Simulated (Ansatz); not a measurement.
Bond-angle distributions (per cent of the angles at each element, bins of 10°) of a relaxed model of amorphous Ti$_{20}$O$_{42}$Hf at 3.88 g/cm³. These are PBE, scalar-relativistic without spin-orbit coupling (plane waves to 420 eV, PAW; Ansatz, an electronic-structure program) values and carry that method's errors.

A CHGNet melt-quench gave the starting glass, which DFT then relaxed. O atoms were pushed apart under 1.9 Å during the dynamics, to hinder bonds among them. The hot cell started wider than the set density and was brought back towards it in steps. It is the lowest in DFT energy of 2 quenches. It is a model cell: composition and starting density were chosen by hand, and all elements were melted together. No dispersion term was used. Its density started from a set value of 3.88 and ended at 3.88 g/cm³. Cooling (nominally 240 K/ps over its main leg) ran many orders faster than in experiment, which tends to leave more defects and strain. Values belong to this one cell and scatter from quench to quench. The volume was held where the preparation left it and the shape relaxed, at a PBE pressure of 1.9 GPa. Stress components on the final sampling reach 2.0 GPa.

Bonds are counted up to Ti-Ti 3.12 Å, Ti-O 2.52 Å, Ti-Hf 3.23 Å, O-O 1.58 Å, O-Hf 2.65 Å, Hf-Hf 3.34 Å. Two cations that share two anions don't count as bonded, nor two that share one unless they lie closer than Ti-Ti 3.04 Å, Ti-Hf 3.15 Å, Hf-Hf 3.25 Å.

```tsv
angle (°)	at Ti	at O
50-60	0	0
60-70	0	0
70-80	12	0
80-90	22	0
90-100	24	19
100-110	14	21
110-120	6	10
120-130	3	15
130-140	1	18
140-150	3	8
150-160	6	6
160-170	6	1
170-180	2	0
```

They go with these counts of neighbours within the cut-offs, cation contacts included: Ti mean 5.3, most often 5; O mean 2.7, most often 3.
